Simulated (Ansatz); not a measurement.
Base system: Pt in the fcc (Cu type) structure (space group Fm-3m, No. 225; a = 3.940 Å). Axes: x, y, z lie along the cube axes.

Calculations: Ansatz (an electronic-structure program) r2SCAN, no SOC.

Strains are applied to the cell and any free atomic positions relax; under biaxial strain the out-of-plane vector relaxes too.

One change was made to it. Results:

The energy grows by 3.4 meV/atom; the pressure goes from zero to 4.5 GPa.

Question: Name the change that was made.
A. isotropic strain −0.53 %
B. isotropic strain −5.98 %
C. uniaxial strain ε_yy = +5.45 %
D. biaxial strain +2.39 %, plane normal [110], relaxed out of plane

Answer: A, isotropic strain −0.53 %. For comparison, the energy relative to the base in the other runs: isotropic strain −5.98 % gives +0.547 eV/atom; uniaxial strain ε_yy = +5.45 % gives +42 meV/atom; biaxial strain +2.39 %, plane normal [110], relaxed out of plane gives +17 meV/atom.

A biaxial case was relaxed in a doubled cell and then solved in the primitive one. Without a gap, meshes like the base's 20×20×20 leave anisotropic stresses uncertain by several tenths of a GPa, and small strain energies with them. No phonon test of stability was made. The final runs are not spin-polarised. Pt lies near a magnetic instability that expansion can trigger; it was not tested.
